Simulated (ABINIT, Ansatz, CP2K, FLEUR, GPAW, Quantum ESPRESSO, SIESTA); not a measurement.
## Code comparison for Mg5Sn (Cm, 6 atoms in the cell)

Self-consistent single point.

```
CELL_PARAMETERS angstrom
      5.94740    -1.69042     0.00000
      5.94740     1.69042     0.00000
     -1.70357     0.00000     6.95100
ATOMIC_POSITIONS crystal
  Mg 0.00290 0.00290 0.00474
  Mg 0.66868 0.66868 0.33461
  Mg 0.05434 0.05434 0.60474
  Mg 0.33110 0.33110 0.66912
  Mg 0.72027 0.72027 0.94279
  Sn 0.38938 0.38938 0.27734
```

All programs got the same cell, k-point mesh and kind of occupations (in Ansatz's words: kpoints.mp_grid.grid = 5 5 3; scf.occupations.method = fermi_dirac; scf.occupations.width = 0.0073 Ry); potentials, basis and cutoffs are each program's usual ones.

| code | model | pressure (GPa) | largest force (eV/Å) | k-points | cutoff |
|---|---|---|---|---|---|
| Ansatz | LDA (PW92), PAW files made with PBE | -1.93 | 0.224 | 24 | default |
| Quantum ESPRESSO | LDA (PZ), GBRV 1.5 ultrasoft (LDA) pseudopotentials | -1.95 | 0.223 | 24 | 40 Ry |
| CP2K | LDA (Pade form), GPW, TZVP-MOLOPT-SR-GTH basis, GTH-PADE potentials (GTH_POTENTIALS) | -1.36 | 0.288 | 38 | grid 400 Ry |
| FLEUR | LDA (Vosko-Wilk-Nusair), all-electron FLAPW (FLEUR), scalar-relativistic valence | – | 0.223 | 24 | Kmax 3.8 1/bohr |
| SIESTA | LDA PW92, numerical atomic orbitals DZP, PseudoDojo LDA standard norm-conserving potentials (rewritten from UPF to PSML) | 1.00 | 0.287 | 38 | grid 400 Ry |
| GPAW | LDA (Perdew-Wang 92), GPAW PAW datasets LDA (gpaw-data 1.0.1) | -1.97 | 0.223 | 24 | 800 eV |
| ABINIT | LDA (PW92), PAW (JTH v2.0 LDA PAW) | -2.07 | 0.222 | 24 | 20 Ha |

Size of the force on each atom (eV/Å): Sizes of forces hide their directions.

```json
[
 {"code": "Ansatz", "Mg1": "0.109", "Mg2": "0.082", "Mg3": "0.142", "Mg4": "0.041", "Mg5": "0.224", "Sn6": "0.028"},
 {"code": "Quantum ESPRESSO", "Mg1": "0.108", "Mg2": "0.082", "Mg3": "0.140", "Mg4": "0.041", "Mg5": "0.223", "Sn6": "0.028"},
 {"code": "CP2K", "Mg1": "0.156", "Mg2": "0.092", "Mg3": "0.189", "Mg4": "0.063", "Mg5": "0.288", "Sn6": "0.056"},
 {"code": "FLEUR", "Mg1": "0.108", "Mg2": "0.082", "Mg3": "0.141", "Mg4": "0.041", "Mg5": "0.223", "Sn6": "0.028"},
 {"code": "SIESTA", "Mg1": "0.116", "Mg2": "0.147", "Mg3": "0.145", "Mg4": "0.111", "Mg5": "0.287", "Sn6": "0.064"},
 {"code": "GPAW", "Mg1": "0.106", "Mg2": "0.081", "Mg3": "0.140", "Mg4": "0.038", "Mg5": "0.223", "Sn6": "0.031"},
 {"code": "ABINIT", "Mg1": "0.108", "Mg2": "0.078", "Mg3": "0.143", "Mg4": "0.039", "Mg5": "0.222", "Sn6": "0.031"}
]
```

A dash marks a value that a program does not give, or that is left out as unsure.

The spread over the programs that give each value: pressure within 3.07 GPa; largest force within 0.066 eV/Å.

The starting cell comes from a database of computed structures (which also holds hypothetical and non-ambient phases and stackings), without a prior relaxation at this level. On Ansatz's run: Without a gap this mesh is coarse (it stands for a supercell whose shortest vector is 17 Å).

Task: Why do the programs differ, and what cannot be compared?

Result: Differences of this kind can come from the potentials, where these differ, and from what each basis and cutoff leave unconverged. The valence holds different numbers of electrons (Ansatz (a first-principles code) 64, Quantum ESPRESSO 64, CP2K 14, FLEUR 64, SIESTA 64, GPAW 64, ABINIT 64). The zero of total energies and Fermi levels follows the potentials and each program's conventions, so they are not compared here. CP2K and SIESTA use small atom-centred bases, whose incompleteness enters pressures, forces and empty levels differently from a plane-wave cutoff. FLEUR treats all electrons, but the usual bases taken here (sphere radii, linearisation, local orbitals, empty states) were not tested for convergence, so the values are no reference for the others. Ansatz's pressure is given at a fixed set of plane waves, as the other plane-wave codes print theirs. Ansatz's smearing width was typed in Ry to four decimals, so it matches the others to a few per cent. The same LDA comes in different parametrisations, which differ slightly. The programs reduce the same mesh by symmetry to different extents, which changes the work and not the result. In the pressure, SIESTA (by 2.96) lies more than 1 GPa from the median of the plane-wave programs. In the force vectors, SIESTA (by 0.088) lies more than 0.08 eV/Å from the median of the plane-wave programs.

The shared mesh is coarse (it stands for a supercell whose shortest vector is 17 Å), so the values are not converged in it.

Left out of this page: Elk (not drawn, or without a comparable value).

Keys are those of Ansatz 0.2.
